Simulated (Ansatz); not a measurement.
Ir, response to strain

The parent structure is Ir in the fcc (Cu type) structure (space group Fm-3m, No. 225).

```
CELL_PARAMETERS angstrom
      0.00000     1.92221     1.92221
      1.92221     0.00000     1.92221
      1.92221     1.92221     0.00000
ATOMIC_POSITIONS crystal
  Ir 0.00000 0.00000 0.00000
```

Cartesian axes are those of the cell as printed.

Strains are applied to the cell and any free atomic positions relax; under biaxial strain the out-of-plane vector relaxes too.

The values are results of r2SCAN (Ansatz, a first-principles code, PAW, spin-orbit coupling left out), not measurements.

Candidates:
(a) biaxial strain +2.33 %, plane normal [110], relaxed out of plane
(b) biaxial strain +3.81 %, plane normal [001], relaxed out of plane
(c) tensor shear ε_xy = +0.87 %

Notes on the quantities. energy relative to the base: free energy F.

### Question
Order them by energy relative to the base, highest first.

### Answer
(b) biaxial strain +3.81 %, plane normal [001], relaxed out of plane (+79 meV/atom), (a) biaxial strain +2.33 %, plane normal [110], relaxed out of plane (+36 meV/atom), (c) tensor shear ε_xy = +0.87 % (+3.6 meV/atom)

A biaxial case was relaxed in a doubled cell and then solved in the primitive one. Without a gap, meshes like the base's 21×21×21 leave anisotropic stresses uncertain by several tenths of a GPa, and small strain energies with them. Stability against distortions was not tested. All final runs are without spin polarisation.
